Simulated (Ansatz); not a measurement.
**Several settings converged on a (100) slab of CdInS2 (cut from a parent of space group no. 164; 12 atoms in the cell)**

```xyz
12
Lattice="3.8811 0.0000 0.0000 0.0000 6.8310 0.0000 0.0000 0.0000 22.9631" Properties=species:S:1:pos:R:3 pbc="T T T"
Cd     1.9406     0.0000     8.1204
In     1.9406     3.4155     8.1204
S      0.0000     5.1577     7.0000
S      0.0000     1.6732     9.2408
Cd     0.0000     0.0000    11.4816
In     0.0000     3.4155    11.4816
S      1.9406     5.1577    10.3612
S      1.9406     1.6732    12.6019
Cd     1.9406     0.0000    14.8427
In     1.9406     3.4155    14.8427
S      0.0000     5.1577    13.7223
S      0.0000     1.6732    15.9631
```

Base method: LDA (PW92), default PAW files made with PBE (plane waves; Ansatz, a quantum-chemistry and plane-wave program).

Base settings: basis.ecutwfc = 30.9 Ry; kpoints.mp_grid.grid = 4 3 1; hamiltonian.xc = lda; hamiltonian.pseudopotentials = {kind: paw} (the program's default PAW files); scf.occupations.method = fermi_dirac; scf.occupations.width = 0.0073 Ry.

The count of work is k-points × plane waves × bands × iterations; it is no time. Core times come from one kind of shared machine, to one figure; runs under 30 s give none.

**The vacuum**

The mesh stays at the base's, so the ladder's end is converged at best in this setting alone.

Only quantities that move along the ladder and can be compared are tabulated.

```csv
vacuum between outermost atoms (Å),free energy less the last step's (meV/atom),largest difference of a force vector from the last step's (eV/Å),count of work / last
3.0,-20.45,0.148,0.31
4.0,-6.07,0.044,0.33
5.0,-1.79,0.012,0.36
6.0,-0.57,0.004,0.38
7.0,-0.20,0.002,0.41
8.0,-0.07,0.001,0.44
10.0,0.00,0.001,0.49
12.0,0.01,0.000,0.54
14.0,0.00,0.001,0.59
17.0,0.00,0.001,0.67
20.0,0.00,0.000,0.74
25.0,0.00,0.000,0.87
30.0,0.00,0.000,1.0
```

Smallest vacuum between outermost atoms (Å) that holds the forces within 0.02 eV/Å of the last step, with all finer ones: 5.0, at 0.36 of the last step's count of work; the step before is off by 0.044 eV/Å.

Smallest vacuum between outermost atoms (Å) that holds the free energy within 2 meV/atom of the last step, with all finer ones: 5.0, at 0.36 of the last step's count of work; the step before is off by 6.1 meV/atom.

**The k-point mesh**

Only quantities that move along the ladder and can be compared are tabulated.

| kpoints.mp_grid.grid | free energy less the last step's (meV/atom) | largest difference of a force vector from the last step's (eV/Å) | count of work / last | core time / last (rough) |
|---|---|---|---|---|
| 2 1 1 | 30.99 | 0.521 | 0.026 | – |
| 2 2 1 | 88.38 | 0.432 | 0.048 | – |
| 3 2 1 | 32.50 | 0.170 | 0.053 | – |
| 4 2 1 | -4.99 | 0.051 | 0.063 | – |
| 4 3 1 | 0.31 | 0.093 | 0.071 | – |
| 5 3 1 | -0.85 | 0.024 | 0.071 | – |
| 6 4 1 | 1.82 | 0.026 | 0.14 | 0.1 |
| 7 4 1 | -0.31 | 0.025 | 0.14 | 0.1 |
| 9 5 1 | 0.17 | 0.011 | 0.18 | 0.2 |
| 10 6 1 | -0.04 | 0.006 | 0.29 | 0.3 |
| 12 7 1 | 0.00 | 0.002 | 0.33 | 0.3 |
| 14 8 1 | 0.01 | 0.002 | 0.48 | 0.5 |
| 16 9 1 | 0.00 | 0.001 | 0.54 | 0.5 |
| 19 11 1 | 0.00 | 0.000 | 0.71 | 0.7 |
| 22 13 1 | 0.00 | 0.000 | 1.0 | 1 |

Coarsest kpoints.mp_grid.grid that holds the free energy within 0.5 meV/atom of the last step, with all finer ones: 7 4 1, at 0.14 of the last step's count of work and about 0.1 of the last step's time; the step before is off by 1.8 meV/atom.

Coarsest kpoints.mp_grid.grid that holds the forces within 0.02 eV/Å of the last step, with all finer ones: 9 5 1, at 0.18 of the last step's count of work and about 0.2 of the last step's time; the step before is off by 0.025 eV/Å.

**The plane-wave cutoff**

The mesh stays at the base's, so the ladder's end is converged at best in this setting alone.

Only quantities that move along the ladder and can be compared are tabulated.

```csv
basis.ecutwfc,free energy less the last step's (meV/atom),largest difference of a force vector from the last step's (eV/Å),count of work / last
15.4 Ry,3709.59,0.123,0.14
18.4 Ry,658.47,0.023,0.16
21.7 Ry,75.35,0.008,0.21
26.1 Ry,3.03,0.001,0.27
30.9 Ry,1.20,0.000,0.36
37.1 Ry,0.63,0.000,0.47
46.3 Ry,0.16,0.000,0.65
61.7 Ry,0.00,0.000,1.0
```

Coarsest basis.ecutwfc that holds the free energy within 2 meV/atom of the last step, with all finer ones: 30.9 Ry, at 0.36 of the last step's count of work; the step before is off by 3.0 meV/atom.

Coarsest basis.ecutwfc that holds the forces within 0.005 eV/Å of the last step, with all finer ones: 26.1 Ry, at 0.27 of the last step's count of work; the step before is off by 0.008 eV/Å.

On the base run: the starting cell comes from a database of computed structures (which also holds hypothetical and non-ambient phases and stackings), without a prior relaxation at this level. The slab is cut from that crystal, and its faces are unrelaxed. Its lattice was rescaled by up to half a per cent. Spin polarisation is off, though cut faces can carry moments; the slab shows no gap. In the base run, forces exceed 1 eV/Å. Without a gap this mesh is coarse (it stands for a supercell whose shortest in-plane vector is 16 Å).

Left out of this page: 1 run of the series outside the window shown, repeating another row's setting, or not comparable.

Keys are those of Ansatz 0.2.
